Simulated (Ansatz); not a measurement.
Ge_Al+V_N in wurtzite AlN: one set of geometries, relaxed with PBE, evaluated in Ansatz (PAW, plane waves to 420 eV, 500 eV under r2SCAN) with PBE, r2SCAN.

Set-up: 96-site cell; 2×2×2 shifted k-points; start: the Al site; N 1.91 Å away, along c; charged states image-corrected; not converged in cell size; relaxed from one start, so a lower configuration may exist; flagged in the runs: a host whose relaxation on this sampling wasn't shown to rest, a strain field that reaches the edge of the cell.

| quantity | PBE | r2SCAN |
|---|---|---|
| host gap (eV) | 4.03 | ? |
| ε(+2/+1) above the VBM (eV) | 1.99 | ? |
| largest moment on one atom at charge +1 (μB) | 0.08 | ? |
| largest moment on one atom at charge −1 (μB) | 0.04 | ? |

**Question.** Given the lower rungs, what does r2SCAN give?

**Answer.** 
- host gap (eV), r2SCAN: 4.67
- ε(+2/+1) above the VBM (eV), r2SCAN: 2.25
- largest moment on one atom at charge +1 (μB), r2SCAN: 0.08
- largest moment on one atom at charge −1 (μB), r2SCAN: 0.05

Ansatz is a quantum-chemistry and plane-wave program.
